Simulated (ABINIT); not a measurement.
# Pressure against volume in hcp Ti (space group 194) (ABINIT, PBE)

```
Ti
1.0
    2.89755     0.00000     0.00000
   -1.44877     2.50935     0.00000
    0.00000     0.00000     4.59678
Ti
2
Direct
  0.66667   0.33333   0.75000
  0.33333   0.66667   0.25000
```

Computed with PBE, norm-conserving pseudopotentials (PseudoDojo nc-sr-05 PBE standard) (plane waves; ABINIT). Settings: pseudos = [Ti.upf]; ecut = 55 Ha; occopt = 3; tsmear = 0.05 eV; ngkpt = 17 17 9; nshiftk = 1; shiftk = 0 0 0; potentials = PseudoDojo nc-sr-05 PBE standard; nband = 17; kptopt = 1; nstep = 50; tolvrs = 1e-10. The cell above is the first row's. The rows scale it uniformly. In all rows fractional positions and the k mesh are held.

```csv
V (Å^3/atom),P (GPa)
16.7115,?
17.0748,2.20
17.4381,-0.23
17.8014,-2.44
18.1647,-4.44
18.5280,-6.26
18.8913,-7.91
19.2546,-9.41
19.6179,-10.77
```

Question: Fit P against V with a cubic, and predict the withheld value at V = 16.7115.

Answer: With u = V - 18.3, the rows have u = -1.2252, -0.8619, -0.4986, -0.1353, 0.2280, 0.5913, 0.9546, 1.3179. Least squares gives P = -5.140 - 5.0659·u + 0.6812·u² - 0.0600·u³. Residuals (row less fit): 0.000, -0.001, -0.003, 0.002, 0.000, 0.000, -0.003, 0.001; standard error 0.002 (degrees of freedom: 4). The fitted pressure is zero at V0 = 17.40, where dP/dV = -6.434, so B0 = -V0·dP/dV = 112 GPa. At the withheld row, u = -1.5885, so P = -5.140 - 5.0659 × (-1.5885) + 0.6812 × (-1.5885)² - 0.0600 × (-1.5885)³ = 4.867 GPa. The calculation gives 4.87 GPa, which the fit meets to the printed digits. The row lies outside the fitted rows, so this is an extrapolation. From the scatter of the fitted rows alone, a prediction at this place has a standard error of 0.006 GPa, so the miss is 0.5 times that.

Carrying the step between the two nearest rows on in a straight line would have given 4.63, off by 0.24; series whose last step already gives the withheld value aren't shown. The scan was laid around a cell of about the measured size, scaled by a guess for this functional; axis ratios and inner coordinates come from that cell. The runs keep the symmetry of the cell, so they don't test it for distortions. Spin polarisation is off. The shape of the cell and the inner coordinates aren't relaxed, so V0 and B0 belong to this uniform scaling; a relaxed crystal lies no higher in energy and is usually softer. Cutoffs and mesh are single choices, not tested for convergence of this quantity. Series with a scatter that would blur these digits, or in which a gap closes, are not shown.
